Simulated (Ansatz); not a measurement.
Cost and result by functional for the surface energy of the (332) surface of bcc Na in its 1x1 cell, outermost plane spacing 0.90 Å in the ideal cut, in Ansatz (plane waves, PAW). Single points on the PBE structure, on one kind of machine; costs are rough ratios of the slab run's core time (references not counted) to the cheapest single point. r2SCAN's cost holds its higher cutoff (500 against 420 eV). Differences are taken against r2SCAN for comparison alone: no measured value is at hand, so the table doesn't rank accuracy.

Set-up: 12 atoms, 9.8 Å thick at the start (thin: gaps and levels are the slab's own); mesh 7x6x1; 0.1 eV smearing; dipole correction on; all atoms relaxed; start symmetry kept, larger cells not searched; no spin, no spin-orbit, no U. These notes are the PBE run's.

```json
[
 {"functional": "RPBE", "relative cost": "1", "surface energy (J/m²)": "0.22", "less r2SCAN (J/m²)": "-0.06"},
 {"functional": "LDA", "relative cost": "1", "surface energy (J/m²)": "0.28", "less r2SCAN (J/m²)": "0.01"},
 {"functional": "PBEsol", "relative cost": "1", "surface energy (J/m²)": "0.27", "less r2SCAN (J/m²)": "-0.01"},
 {"functional": "r2SCAN", "relative cost": "2", "surface energy (J/m²)": "0.27", "less r2SCAN (J/m²)": "0.00"},
 {"functional": "PBE (the relaxed run's value)", "relative cost": "–", "surface energy (J/m²)": "0.25", "less r2SCAN (J/m²)": "-0.03"}
]
```

The values span 0.06 J/m², while the single points' costs differ by a factor of roughly 2. Differences are of unrounded values.

Ansatz is an electronic-structure program.
